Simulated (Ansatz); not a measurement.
# SnO: pressure series

The reference is SnO in the litharge type structure (space group P4/nmm, No. 129; a = 3.837 Å, c = 4.759 Å; layered, stacked along the Cartesian z axis).

Cell and atoms are relaxed at each pressure.

The values are results of PBE-D3(BJ) (Ansatz, a quantum-chemistry and plane-wave program, PAW, spin-orbit coupling left out), not measurements.

```tsv
pressure (GPa)	volume per atom (Å³/atom)
-1	18.137
0	17.516
1.8	?
4.2	15.974
9	14.977
18	13.821
30	12.831
45	12.009
60	11.414
```

Task: Fit the third-order Birch–Murnaghan form P(V) = (3B₀/2)[(V₀/V)^(7/3) − (V₀/V)^(5/3)]·[1 + (3/4)(B₀′ − 4)((V₀/V)^(2/3) − 1)] (squares taken in P) to the rows shown and predict the withheld row.

Result: Least squares on the printed values gives V₀ = 17.511 Å³/atom, B₀ = 33.9 GPa, B₀′ = 7.0; this predicts 16.735 Å³/atom, and the run gives 16.727 Å³/atom, 0.008 lower.

Load acts through the strain it causes; cell and atoms are relaxed under it. No phonon test of stability was made. No other phases were tried under pressure. All final runs are without spin polarisation.
